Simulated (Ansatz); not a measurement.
Results of PBEsol-D3(BJ) (PAW; Ansatz, a program for electronic structure) for AlB2-type ZrB₂.

Settings: plane-wave cutoff 520 eV, 24×24×16 k mesh (along the axes of the cell as run), Fermi–Dirac smearing 0.05 eV, scalar-relativistic PAW data made under PBE.

The volume scan:

```csv
V (Å³/atom),E − E_lowest (meV/atom),P (GPa)
9.441,13.74,11.57
9.638,3.32,5.50
9.835,0.00,0.00
10.031,3.11,-4.99
10.228,12.06,-9.51
```

Estimate the bulk modulus from the pressures at 9.638 and 10.031 Å³/atom, and compare it with a fit to all energies.

B = −V dP/dV. Between V = 9.638 and 10.031 Å³/atom, dP/dV = (-4.99 − (5.50))/(10.031 − 9.638) = -26.7 GPa per Å³/atom; at the midpoint 9.835 Å³/atom this gives B ≈ 263 GPa. The third-order Birch–Murnaghan fit gives V0 = 9.835 Å³/atom, B0 = 262 GPa, B′ = 3.9, which lies within 1 % of that estimate.

Shape and atoms are relaxed at each volume.

Note: the bulk modulus comes from volumes at which shape and atoms were relaxed.

Computed values are for the static lattice.
